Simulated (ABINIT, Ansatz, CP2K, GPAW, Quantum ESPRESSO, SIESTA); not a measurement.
## Sr3P2 (Pm-3m, 5 atoms in the cell) computed with different codes at matched settings

Self-consistent single point.

```yaml
crystal:
  lattice:
    - [5.67000, 0.00000, 0.00000]
    - [0.00000, 5.67000, 0.00000]
    - [0.00000, 0.00000, 5.67000]
  atoms:
    - { symbol: Sr, position: [0.00000, 0.50000, 0.50000] }
    - { symbol: Sr, position: [0.50000, 0.00000, 0.50000] }
    - { symbol: Sr, position: [0.50000, 0.50000, 0.00000] }
    - { symbol: P, position: [0.00000, 0.00000, 0.00000] }
    - { symbol: P, position: [0.50000, 0.50000, 0.50000] }
```

All programs got the same cell, k-point mesh and kind of occupations (in Ansatz's words: kpoints.mp_grid.grid = 6 6 6; scf.occupations.method = fermi_dirac; scf.occupations.width = 0.136 eV); potentials, basis and cutoffs are each program's usual ones.

```json
[
 {"code": "GPAW", "model": "PBEsol, GPAW PAW datasets PBEsol (made by gpaw-setup)", "pressure (GPa)": "-1.13", "k-points": "20", "cutoff": "550 eV"},
 {"code": "Quantum ESPRESSO", "model": "PBEsol, PseudoDojo standard norm-conserving (PBESOL) pseudopotentials", "pressure (GPa)": "-1.29", "k-points": "20", "cutoff": "70 Ry"},
 {"code": "ABINIT", "model": "PBEsol, norm-conserving pseudopotentials (PseudoDojo nc-sr-04 PBEsol standard)", "pressure (GPa)": "-1.30", "k-points": "20", "cutoff": "68 Ry"},
 {"code": "CP2K", "model": "PBEsol, GPW, DZVP-MOLOPT-SR-GTH basis, GTH-PBE potentials (GTH_POTENTIALS)", "pressure (GPa)": "-0.82", "k-points": "112", "cutoff": "grid 500 Ry"},
 {"code": "SIESTA", "model": "GGA PBEsol, numerical atomic orbitals DZP, PseudoDojo PBEsol standard norm-conserving potentials (rewritten from UPF to PSML)", "pressure (GPa)": "3.15", "k-points": "132", "cutoff": "grid 350 Ry"},
 {"code": "Ansatz", "model": "PBEsol, PAW files made with PBE", "pressure (GPa)": "-1.27", "k-points": "20", "cutoff": "default"}
]
```

No clean gap comes from GPAW, Quantum ESPRESSO, ABINIT, CP2K, SIESTA and Ansatz (a quantum-chemistry and plane-wave program): levels at the Fermi energy touch, overlap or are partly filled at this smearing.

The spread over the programs that give each value: pressure within 4.45 GPa.

The starting cell comes from a database of computed structures (which also holds hypothetical and non-ambient phases and stackings), without a prior relaxation at this level. On Ansatz's run: The run gives no clean gap (levels at the Fermi energy touch, overlap or are partly filled at this smearing), which alone does not show that the compound is a metal.

### Question
Why do the programs differ, and what cannot be compared?

### Answer
Differences of this kind can come from the potentials, where these differ, and from what each basis and cutoff leave unconverged. The zero of total energies and Fermi levels follows the potentials and each program's conventions, so they are not compared here. CP2K and SIESTA use small atom-centred bases, whose incompleteness enters pressures, forces and empty levels differently from a plane-wave cutoff. Ansatz's pressure is given at a fixed set of plane waves, as the other plane-wave codes print theirs. The programs reduce the same mesh by symmetry to different extents, which changes the work and not the result. In the pressure, SIESTA (by 4.43) lies more than 1 GPa from the median of the plane-wave programs.

Left out of this page: Elk and FLEUR (not drawn, or without a comparable value).

Keys are those of Ansatz 0.2.
